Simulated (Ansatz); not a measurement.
Data:

```xyz
2
Lattice="0.0000 3.0904 3.0904 3.0904 0.0000 3.0904 3.0904 3.0904 0.0000" Properties=species:S:1:pos:R:3 pbc="T T T"
Sb     4.6357     4.6357     4.6357
Ga     0.0000     0.0000     0.0000
```

No spin polarisation.

All numbers come from r2SCAN in Ansatz (plane waves to 500 eV, PAW, no spin-orbit coupling). Γ-centred 13×13×13 mesh, Fermi–Dirac width 0.05 eV.

Problem. What is the computed band gap?

Solution. 0.24 eV.

Problem. Estimate the gap character.

Solution. Direct at Γ.

With Sb present, leaving out spin-orbit coupling can change the band edges. The cells carry an imposed strain or load. Stability against distortions was not tested. The cell was made from GaSb in the zinc blende structure (space group F-43m, No. 216) by this change: isotropic strain +0.79 %. The zero or small gap of GaSb under isotropic strain +0.79 % can change with the level of theory.

Ansatz is a first-principles code.
